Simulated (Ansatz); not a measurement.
**ZnS: energy against strain**

ZnS (wurtzite, P6_3mc, 20.185 Å³/atom at rest, c along z) under an equal strain ε in the (0001) plane with the normal axis free, as in a coherent film. PBE in Ansatz, a plane-wave DFT program (PAW, default set), 420 eV, 10×10×5 Γ-centred mesh, Fermi-Dirac smearing 0.05 eV; ions are relaxed within the symmetry of each cell.

Here s stands for strain and y for E less E0.

| strain (%) | E less E0 (meV/atom) |
|---|---|
| -3.00 | ? |
| -1.20 | 2.65 |
| -0.60 | 0.65 |
| 0.00 | 0.00 |
| 0.60 | 0.65 |
| 1.20 | 2.58 |

**Question.** Using a parabola, estimate the missing y at s = -3.00 from the other rows, showing the fit.

**Answer.** Least squares gives y = -0.003 - 0.0233·s + 1.8175·s². Residuals (row less fit): 0.008, -0.015, 0.003, 0.013, -0.006; standard error 0.016 (degrees of freedom: 2). Twice the quadratic coefficient over the volume, 2 × 1.8175 meV × 10⁴ × 0.1602 / 20.185 Å³, is twice the biaxial elastic modulus of this plane = 289 ± 1.9 GPa. At the withheld row, y = -0.003 - 0.0233 × (-3.0) + 1.8175 × (-3.0)² = 16.424 meV/atom. The calculation gives 17.21 meV/atom, 0.786 meV/atom above the prediction (4.6 % of the range of y in the table). The row lies outside the fitted rows, so this is an extrapolation. From the scatter of the fitted rows alone, a prediction at this place has a standard error of 0.102 meV/atom, so the miss is 7.7 times that.

One order more, fitted to all 11 runs of the series, follows each within 0.01, so the miss is the next term of a smooth law. ZnS is here the high-temperature form. Rows are the converged runs of the series near zero and its far end; series whose fitted rows scatter by over a few per cent of the range, as at a crossing or softening among them, aren't shown in this form. Most that stay on the fit to the last digits aren't either.
